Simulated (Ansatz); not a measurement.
Start from Cu₃N (space group Pm-3m, No. 221).

```
Cu3N
1.0
    3.76478     0.00000     0.00000
    0.00000     3.76478     0.00000
    0.00000     0.00000     3.76478
N Cu
1 3
Direct
  0.00000   0.00000   0.00000
  0.50000   0.00000   0.00000
  0.00000   0.00000   0.50000
  0.00000   0.50000   0.00000
```

All numbers come from PBEsol in Ansatz (plane waves to 420 eV, PAW, scalar-relativistic without spin-orbit coupling), earlier PAW set.

Base values:

* **Band gap**: zero

One thing is altered: an isotropic linear strain of −0.60 %; the atoms relax in the strained cell.

Question: What does the calculation give for the energy relative to the base and band gap after the change?

Answer: The energy rises by 1.8 meV/atom; the band gap remains zero.

No phonon test of stability was made. All final runs are without spin polarisation. Gaps under 0.05 eV, about the width of the smearing, are given as zero. A zero or small gap of Cu3N can be the functional's error rather than a property of the material.

Ansatz is a quantum-chemistry and plane-wave program.
